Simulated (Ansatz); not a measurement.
Base system: BaTiO3 (space group P4mm, No. 99; a = 3.973 Å, c = 4.112 Å).

Method: r2SCAN (Ansatz, a first-principles code), no spin-orbit coupling, earlier PAW set.

One change was made to it. Results:

```tsv
quantity	base	after
band gap	2.23 eV	2.22 eV
volume per atom	12.98 Å³	13.23 Å³
```

Q: Which change produced these results?
(A) pressure −2 GPa
(B) pressure 4.2 GPa
(C) pressure −1 GPa
(D) pressure 60 GPa
(E) pressure 18 GPa

A: A, pressure −2 GPa. For comparison, the volume per atom in the other runs: pressure 4.2 GPa gives 12.57 Å³; pressure −1 GPa gives 13.10 Å³; pressure 18 GPa gives 11.73 Å³; pressure 60 GPa gives 10.34 Å³.

Load acts through the strain it causes; cell and atoms are relaxed under it. Stability against distortions was not tested. Competing high-pressure phases were not computed. The final runs are not spin-polarised. Along this pressure series the structure jumps between pressure 9 GPa and pressure 18 GPa; cells beyond that are another form of it.
